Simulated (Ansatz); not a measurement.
We consider RuRhN2 (model structure, started from the PtCoO2 type, R-3m, No. 166, 4 atoms in the cell), described by r²SCAN (Ansatz, a program for electronic structure, plane waves, PAW).

Run with plane-wave cutoff 560 eV, 22×22×22 k mesh, Fermi–Dirac smearing 0.05 eV, no spin polarisation, scalar-relativistic PAW data made under PBE.

Cell (relaxed at this level):

```
RhRuN2
1.0
    1.39622     0.80611     6.37371
   -1.39622     0.80611     6.37371
    0.00000    -1.61221     6.37371
Ru Rh N
1 1 2
Cartesian
  0.00000   0.00000   9.56057
  0.00000   0.00000   0.00000
  0.00000   0.00000  17.19965
  0.00000   0.00000   1.92150
```

Task: Give the computed bulk modulus.

Result: 
bulk modulus: 255 GPa

Note: the run has no spin polarisation, so it can have missed a magnetic state; the bulk modulus is −V dP/dV from two relaxed cells at ±2 % in volume; the relaxation could raise the start's symmetry but not lower it, so the cell can be a saddle point.

The computed numbers hold no vibrational or temperature effects.

A model structure was made by putting elements into a prototype or built by hand; it is no filed structure, need not be a known phase, and can be a saddle point held by its symmetry.
